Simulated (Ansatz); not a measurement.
Cubic perovskite CsPbF3, treated with HSE06 in Ansatz (plane waves, PAW).

The run printed, among other lines:

```
WARN output.stress: scf.exx.energy_threshold = 1e-6 eV is looser than the 5e-8 eV advised for a stress under a hybrid functional (1e-8 eV for each atom of the …
Crystal: 5 atoms, lattice volume = 112.369 Å³
Basis set: ecut = 460 eV, 2517 PW (Γ), exchange–correlation on 72×72×72 points (8 copies of the dense FFT grid, shifted against one another)
Bands: 27, of which v1, the nominal top of the filled ones, is band 22 counted from 1 (21 counted from 0)
Symmetry: 48 space group operations
Space group: Pm-3m (ITA 221), of the structure as read, at distance tolerance 4.8e-5 Å
k-points: 20 of 216
SCF iter   1: F=—  HF=-20006.480984 eV  |F-HF|=—  |Δ(HF+E_count)|=         —  Δρ=1.01e-3  dr2=4.33e-4
SCF iter   2: F=-20006.481359 eV  HF=-20006.481367 eV  |F-HF|=7.41e-6  |Δ(HF+E_count)|=   3.82e-4  Δρ=5.16e-4  dr2=1.54e-4
Crystal: 5 atoms, lattice volume = 112.369 Å³
Initial density: handed on by an earlier stage of this run
  ...
Crystal: 5 atoms, lattice volume = 112.369 Å³
SCF iter   6: F=—  HF=-20014.223918 eV  |F-HF|=—  |Δ(HF+E_count)|=   9.03e-9  Δρ=1.69e-6  dr2=2.20e-9
SCF iter   7: F=-20014.223918 eV  HF=-20014.223918 eV  |F-HF|=1.46e-11  |Δ(HF+E_count)|=  6.66e-10  Δρ=1.42e-7  dr2=7.99e-11
SCF 3 converged in 7 iterations: F = -20014.223918 eV  dr2 = 7.99e-11
Free energy (F): -20014.223918 eV
Internal energy: -20014.223918 eV  (E = F + TS)
E sigma→0 (E₀):  -20014.223918 eV
Fermi energy:    6.772159 eV
--- Stress (GPa, compression-positive) ---
        1.137178       0.000000      -0.000000
        0.000000       1.137178       0.000000
       -0.000000       0.000000       1.137178
  P = ⅓ Tr σ = 1.1372 GPa (11.372 kbar)
```

**Question.** Write an input file that could have produced this run (the log leaves some choices open).

**Answer.** This is not unique; one that fits is 
Ansatz 0.2 input:
```yaml
crystal:
  lattice:
    - [4.82557252, 0.0, 0.0]
    - [0.0, 4.82557252, 0.0]
    - [0.0, 0.0, 4.82557252]
  atoms:
    - { symbol: Cs, position: [0.0, 0.0, 0.0] }
    - { symbol: Pb, position: [0.5, 0.5, 0.5] }
    - { symbol: F, position: [0.5, 0.0, 0.5] }
    - { symbol: F, position: [0.0, 0.5, 0.5] }
    - { symbol: F, position: [0.5, 0.5, 0.0] }
basis:
  ecutwfc: 460
  ecutrho_ratio: 4
  xc_grid: 2
kpoints:
  mp_grid: { grid: [6, 6, 6] }
hamiltonian:
  xc: hse06
  dispersion: none
  pseudopotentials: { kind: paw }
scf:
  occupations: { method: fermi_dirac, width: 0.01 }
  convergence: { dr2_threshold: 0.0000000005 }
output:
  forces: true
  stress: true
  eigenvalues: true
```

The cell is one volume of an energy–volume scan, off the minimum.

The PAW data were made under PBE.

Computing time: around 5 core-minutes (rough).

Ansatz is a first-principles code.
